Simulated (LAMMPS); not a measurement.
MD of TiO2 (rutile) at zero pressure, 576 atoms, as a liquid; each row is its own run.

Method: classical MD, Buckingham potential of Matsui and Akaogi, Mol. Simul. 6, 239 (1991), as tabulated by Reinhardt, J. Chem. Phys. 151, 064505 (2019), used with rigid ions (no shells), PPPM sums, short-range terms cut at 10 Å, modified for these runs by an r^-4 repulsive force inside the short-range force's maximum; code LAMMPS.

```
T (K)  volume (Å³/atom)
-----  ----------------
1680             11.266
1890             11.435
2100             11.653
2310             11.918
2730             12.434
2940             12.768
3360             13.451
```

Q: Fit a straight line, y = a + b x, to these rows (x is the first column, y the second) and predict the run at x = 2620.

A: Least squares gives a = 8.9719 and b = 0.001301. At x = 2620 the fit predicts 12.379 Å³/atom. The run itself gave 12.33 ± 0.03 Å³/atom, so the fit is 0.42 % high.

Caution: a run this short can hold a crystal over, or a liquid under, the potential's own melting point, which these runs don't give.
